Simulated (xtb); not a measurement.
xtb 6.7.1, GFN2-xTB: Fe(OH)(OMe)(tmeda) (C[O][Fe]1([OH])<-[N](C)(C)CC[N]->1(C)C), charge 0, multiplicity 5, 32 atoms. The geometry is a generated start, not checked to be a minimum at this level.

```
Property                                                                                                        Value
------------------------  -------------------------------------------------------------------------------------------
method                                                                                                       GFN2-xTB
--acc                                                                                                     1 (default)
--etemp (K)                                                                                             300 (default)
detailed input (--input)  none: ANC optimiser, Lindh (1995) Hessian, microcycle=20, maxdispl=1.0, hlow=0.01 (default)
basis functions                                                                                                    74
valence electrons                                                                                                  78
```

Charge 0 and multiplicity 5 are set for this test and not shown to be the ground state. GFN-xTB has no spin term: --uhf 4 sets the occupations alone.

The structure is relaxed from this start with --opt LEVEL for the levels crude, sloppy, loose, lax, normal, tight, vtight, extreme, once each. Up to the end of the extreme run atoms move by at most 0.93 Å along an axis.

Q: What is the loosest level that ends within 5 meV of the extreme run, and how many cycles does it take?

A: normal: 26 cycles against 57, ending 3.1 meV above.

| level | cycles | energy above the extreme run (meV) | gradient norm (eV/Å) |
|---|---|---|---|
| crude | 1 | 15 | 0.15 |
| sloppy | 1 | 15 | 0.15 |
| loose | 1 | 15 | 0.15 |
| lax | 4 | 13 | 0.093 |
| normal | 26 | 3.1 | 0.016 |
| tight | 40 | 0.082 | 0.013 |
| vtight | 45 | 0.044 | 0.0094 |
| extreme | 57 | — | 0.0012 |
